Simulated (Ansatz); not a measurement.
## LiH under a change: H vacancy, symmetric start

The reference is a 16-atom supercell of LiH in the rock salt structure (space group Fm-3m, No. 225; a = 4.005 Å) at its relaxed geometry.

Modification: a neutral H vacancy, symmetric start, atoms relaxed at fixed cell.

Computed with r2SCAN, PAW, 500 eV (Ansatz, a program for electronic structure; no SOC). Γ-centred 5×5×5 mesh, Fermi–Dirac width 0.01 eV.

The pressure goes from zero to 0.8 GPa and the energy gained by relaxation comes out as 0.02 eV. The largest displacement of a host atom from its site in the perfect cell amounts to 0.03 Å and the mean distance from the defect site to its nearest host atoms grows by 0.033 Å to 2.04 Å.

Other magnetic orders, which the real material may have, were not ruled out. The cell is small, so the values are those of an ordered compound at a high defect concentration; dilute-limit values will differ. The mesh was chosen for an insulator and is coarse for the gapless case. The defect started on the symmetric site and kept its symmetry, so it may sit on a saddle. The defect cell is spin-polarised and ends with 1.0 μB.
